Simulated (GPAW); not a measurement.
## Short convergence ladders for Sr (Fm-3m, 1 atom in the cell)

```
CELL_PARAMETERS angstrom
      0.00000     3.03088     3.03088
      3.03088     0.00000     3.03088
      3.03088     3.03088     0.00000
ATOMIC_POSITIONS crystal
  Sr 0.00000 0.00000 0.00000
```

Base method: PBE, GPAW PAW datasets PBE (gpaw-data 1.0.1) (plane waves; GPAW).

Base settings: mode = pw; ecut = 600 eV; xc = PBE; kpts = 7 7 7; mesh shift (steps) = 0 0 0; occupations.name = fermi-dirac; occupations.width = 0.1 eV; nbands = -7; convergence.forces = 0.001 eV/Å; symmetry.symmorphic = false.

**The width of Gaussian smearing**

In this ladder: kpts = 12 12 12; occupations.name = methfessel-paxton; occupations.order = 0.

Narrow widths need finer meshes than wide ones, so the last steps can hold mesh noise.

Only quantities that move along the ladder and can be compared are tabulated; pressure and forces are left out, as mesh noise rules them at narrow widths.

```tsv
occupations.width	free energy less the last step's (meV/atom)	energy extrapolated to zero width less the last step's (meV/atom)
1 eV	-330.05	-5.08
0.5 eV	-82.54	-2.03
0.3 eV	-30.72	-3.03
0.2 eV	-14.36	-2.13
0.1 eV	-3.44	-0.58
0.05 eV	0.00	0.00
```

Widest occupations.width that holds the energy extrapolated to zero width within 1 meV/atom: not settled: the last two steps still differ by 0.58 meV/atom, over half the tolerance, so the ladder does not show it.

Widest occupations.width that holds the free energy within 5 meV/atom: not settled: the last two steps still differ by 3.4 meV/atom, over half the tolerance, so the ladder does not show it.

The extrapolation to zero width removes most of the smearing's effect on the energy.

**The width of cold smearing**

In this ladder: kpts = 12 12 12; occupations.name = marzari-vanderbilt.

Narrow widths need finer meshes than wide ones, so the last steps can hold mesh noise.

Only quantities that move along the ladder and can be compared are tabulated; pressure and forces are left out, as mesh noise rules them at narrow widths.

```tsv
occupations.width	free energy less the last step's (meV/atom)
1 eV	-69.85
0.5 eV	-14.92
0.3 eV	-7.38
0.2 eV	-3.95
0.1 eV	-0.93
0.05 eV	0.00
```

Widest occupations.width that holds the free energy within 5 meV/atom of the last step, with all finer ones: 0.2 eV; the step before is off by 7.4 meV/atom.

**The setting conv density**

In this ladder: convergence.forces = default. Moved along: convergence.energy, convergence.eigenstates.

The mesh stays at the base's, so the ladder's end is converged at best in this setting alone.

Only quantities that move along the ladder and can be compared are tabulated.

| convergence.density | free energy less the last step's (meV/atom) | pressure (GPa) |
|---|---|---|
| 0.01 e/electron | -1.01 | -2.17 |
| 0.001 e/electron | -0.03 | 0.05 |
| 0.0001 e/electron | 0.00 | -0.08 |
| 1e-06 e/electron | 0.00 | -0.08 |
| 1e-07 e/electron | 0.00 | -0.08 |

Coarsest convergence.density that holds the free energy within 0.5 meV/atom of the last step, with all finer ones: 0.001 e/electron; the step before is off by 1.0 meV/atom.

Coarsest convergence.density that holds the pressure within 0.2 GPa of the last step, with all finer ones: 0.001 e/electron; the step before is off by 2.1 GPa.

On the base run: the starting cell has typed, rounded lattice constants, without a prior relaxation at this level. Its lattice was rescaled by up to half a per cent.

Left out of this page: 4 runs of the series outside the window shown, repeating another row's setting, or not comparable.
